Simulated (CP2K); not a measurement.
Input and output of a self-consistent single point for Pb (Fm-3m, 1 atom in the cell) (CP2K).

Method of the run: PBE, GPW, DZVP-MOLOPT-SR-GTH basis, GTH-PBE potentials (GTH_POTENTIALS) in CP2K.

The change in words: lattice scaled by 0.98. Reference geometry:
```
CELL_PARAMETERS angstrom
      3.56834     0.00000     0.00000
      1.78417     3.09027     0.00000
      1.78417     1.03009     2.91353
ATOMIC_POSITIONS crystal
  Pb 0.00000 0.00000 0.00000
```

Reference input (self-consistent single point, DFT PBE, GPW, DZVP-MOLOPT-SR-GTH basis, GTH-PBE potentials (GTH_POTENTIALS)): CUTOFF = 400 Ry; REL_CUTOFF = 50 Ry; SMEAR/METHOD = FERMI_DIRAC; ELECTRONIC_TEMPERATURE = 580.23 K; KPOINTS/SCHEME = MONKHORST-PACK 11 11 11; XC_FUNCTIONAL = PBE; Pb/BASIS_SET = DZVP-MOLOPT-SR-GTH-q4; Pb/POTENTIAL = GTH-PBE-q4; METHOD = GPW; EPS_DEFAULT = 1e-10; NGRIDS = 4; SCF_GUESS = ATOMIC. This run's input differs from it in these lines:

```diff
@@ -63,4 +63,4 @@
     &CELL
-      ABC 3.56833700 3.56833632 3.56833674
-      ALPHA_BETA_GAMMA 60.00000581 60.00000682 60.00000301
+      ABC 3.49697000 3.49697012 3.49696988
+      ALPHA_BETA_GAMMA 60.00000391 59.99999885 60.00000118
       PERIODIC XYZ
```

Log, with long lists cut:

```
 SCF WAVEFUNCTION OPTIMIZATION

  Step     Update method      Time    Convergence         Total energy    Change
     1 NoMix/Diag. 0.20E+00      -     0.21193740        -3.6177164507 -3.62E+00
     2 Broy./Diag. 0.20E+00      -     0.00061254        -3.6142360088  3.48E-03
     3 Broy./Diag. 0.20E+00      -     0.00669189        -3.5831707976  3.11E-02
     4 Broy./Diag. 0.20E+00      -     0.00039805        -3.5798481850  3.32E-03
     5 Broy./Diag. 0.20E+00      -     0.00077051        -3.5753244075  4.52E-03
     6 Broy./Diag. 0.20E+00      -     0.00007290        -3.5749521543  3.72E-04
   [... 2 lines left out ...]
     9 Broy./Diag. 0.20E+00      -     0.00002199        -3.5748498742 -3.87E-05
    10 Broy./Diag. 0.20E+00      -     0.00000429        -3.5748561105 -6.24E-06
    11 Broy./Diag. 0.20E+00      -     0.00000635        -3.5748612062 -5.10E-06
    12 Broy./Diag. 0.20E+00      -     0.00000060        -3.5748612270 -2.08E-08
  *** SCF run converged in    12 steps ***

  Overlap energy of the core charge distribution:               0.00000000000055
  Self energy of the core charge distribution:                 -7.30933873422194
  Core Hamiltonian energy:                                      1.47863449440880
  Hartree energy:                                               3.26480200049098
  Exchange-correlation energy:                                 -1.00884191308841
  Electronic entropic energy:                                  -0.00011707465555
  Fermi energy:                                                 0.16905285551463

  Total energy:                                                -3.57486122703463
  Total energy (extrapolated to T->0):                         -3.57480268970686

                     Mulliken Population Analysis

   [... lines left out ...]

 STRESS| Analytical stress tensor [bar]
 STRESS|                        x                   y                   z
 STRESS|      x        2.55172852241E+04   4.32299588167E-03   2.94436574068E-03
 STRESS|      y        4.32299588167E-03   2.55172566802E+04   2.22783708971E-02
 STRESS|      z        2.94436574068E-03   2.22783708971E-02   2.55172808470E+04
 STRESS| 1/3 Trace                                             2.55172742504E+04
```

The run converged in 12 iterations. Against the reference run the free energy rises by 13.0 meV/atom and the pressure goes from -0.19 to 2.55 GPa.

The starting cell comes from a database of computed structures (which also holds hypothetical and non-ambient phases and stackings), without a prior relaxation at this level. Its lattice was rescaled by a random factor within 2.5 % of one. For this run, on top of that: lattice scaled by 0.98. Values carry the incompleteness of an atom-centred basis.
